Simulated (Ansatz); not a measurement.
## RuAl: stress against strain

RuAl (CsCl type, Pm-3m, 13.192 Å³/atom at rest) under an equal strain ε in the (111) plane with the normal axis free, as in a coherent film. PBEsol in Ansatz, a plane-wave DFT program (PAW, default set), 420 eV, 19×19×19 Γ-centred mesh, Fermi-Dirac smearing 0.10 eV; ions are relaxed within the symmetry of each cell. Stress is positive for a compressed cell.

Here s stands for strain and y for stress xx.

| strain (%) | stress xx (GPa) |
|---|---|
| -2.50 | ? |
| -1.25 | 5.80 |
| -0.83 | 3.80 |
| -0.42 | 1.90 |
| 0.00 | 0.00 |
| 0.42 | -1.85 |
| 0.83 | -3.61 |
| 1.25 | -5.35 |

Taking a straight line for y over the 7 complete rows: Means: s 0, y 0.099. About the means, the sum of products is -21.663 and the sum of squares of s is 4.8556; the slope is their ratio. Least squares gives y = 0.099 - 4.4614·s. Residuals (row less fit): 0.124, -0.002, -0.073, -0.099, -0.075, -0.006, 0.128; standard error 0.103 (degrees of freedom: 5). The slope gives the biaxial elastic modulus of this plane = 446 ± 5 GPa.

Question: Estimate the missing y (s = -2.50); what did the run itself give?

Answer: y = 0.099 - 4.4614 × (-2.50) = 11.253 GPa. The calculation gives 11.98 GPa, 0.727 GPa above the prediction (4.2 % of the range of y in the table). The row lies outside the fitted rows, so this is an extrapolation. From the scatter of the fitted rows alone, a prediction at this place has a standard error of 0.160 GPa, so the miss is 4.5 times that.

One order more, fitted to all 13 runs of the series, follows each within 0.02, so the miss is the next term of a smooth law. In a metal these values are sensitive to mesh and smearing; energies are taken to zero smearing, stresses follow the free energy. Rows are the converged runs of the series near zero and its far end; series whose fitted rows scatter by over a few per cent of the range, as at a crossing or softening among them, aren't shown in this form. Most that stay on the fit to the last digits aren't either.
